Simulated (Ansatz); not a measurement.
Habitual settings against a tight run: YTe3 (Cmcm, 8 atoms in the cell)

Self-consistent single point.

```xyz
8
Lattice="2.1285 -12.9376 0.0000 2.1285 12.9376 0.0000 0.0000 0.0000 4.2581" Properties=species:S:1:pos:R:3 pbc="T T T"
Y      2.1285     8.4969     1.0645
Y      2.1285    -8.4969     3.1936
Te     2.1285   -10.9809     1.0645
Te     2.1285    10.9809     3.1936
Te     2.1285    -1.9567     1.0645
Te     2.1285     1.9567     3.1936
Te     2.1285     5.3515     1.0645
Te     2.1285    -5.3515     3.1936
```

Computed with PBEsol, harder PAW files (source: ansatz) made with PBE (plane waves; Ansatz, a first-principles code).

Base settings: basis.ecutwfc = 640 eV; kpoints.mp_grid.grid = 4 4 4; kpoints.mp_grid.shift = 0.5 0.5 0.5; hamiltonian.xc = pbesol; hamiltonian.pseudopotentials = {kind: paw, source: ansatz}; scf.occupations.method = gaussian; scf.occupations.width = 0.136 eV.

Tight run (finer mesh or higher cutoff; not a proven limit): basis.ecutwfc: 640 eV → 895 eV; kpoints.mp_grid.grid: 4 4 4 → 6 6 6; scf.convergence.dr2_threshold: default (1e-07 eV) → 1e-09 eV. It gave Fermi level (on the code's own zero) 11.10 eV; pressure 0.68 GPa; largest force (vector length) 0.061 eV/Å.

Quick runs, as changes from the base:
- A: the base itself
- B: basis.ecutwfc: 640 eV → 385 eV; kpoints.mp_grid.grid: 4 4 4 → 6 6 6; scf.occupations.method: gaussian → fermi_dirac; scf.occupations.width: 0.136 eV → 0.5 eV
- C: basis.ecutwfc: 640 eV → 510 eV; kpoints.mp_grid.grid: 4 4 4 → 6 6 6; scf.occupations.method: gaussian → methfessel_paxton; scf.occupations.width: 0.136 eV → 0.5 eV; scf.convergence.dr2_threshold: default (1e-07 eV) → 0.001 eV
- D: basis.ecutwfc: 640 eV → 385 eV; kpoints.mp_grid.grid: 4 4 4 → 1 1 1; scf.convergence.dr2_threshold: default (1e-07 eV) → 0.001 eV

Energies are extrapolated to zero smearing width, which holds to low order in the width alone.

The count of work is k-points × plane waves × bands × iterations; it is no time. 

Pressures in the table are Ansatz's without its Pulay estimate, at a fixed set of plane waves; the tight run's value above holds the estimate.

The starting cell comes from a database of computed structures (which also holds hypothetical and non-ambient phases and stackings), without a prior relaxation at this level. Its lattice was rescaled by a random factor within 2.5 % of one. Without a gap this mesh is coarse (it stands for a supercell whose shortest vector is 17 Å).

```csv
run,energy less tight (meV/atom),pressure less tight (GPa),largest miss in a force vector (eV/Å),count of work / tight
A,6.3,-0.20,0.077,0.17
B,2034.0,-68.87,0.285,0.29
C,46.7,-3.25,0.006,0.26
D,3117.8,-66.82,1.957,0.0045
```

Among the runs at the tight run's level, the energy misses run from 6.3 to 3117.8 meV/atom.

Left out of this page: 2 runs of the series outside the window shown, repeating another row's setting, or not comparable.

Keys are those of Ansatz 0.2.
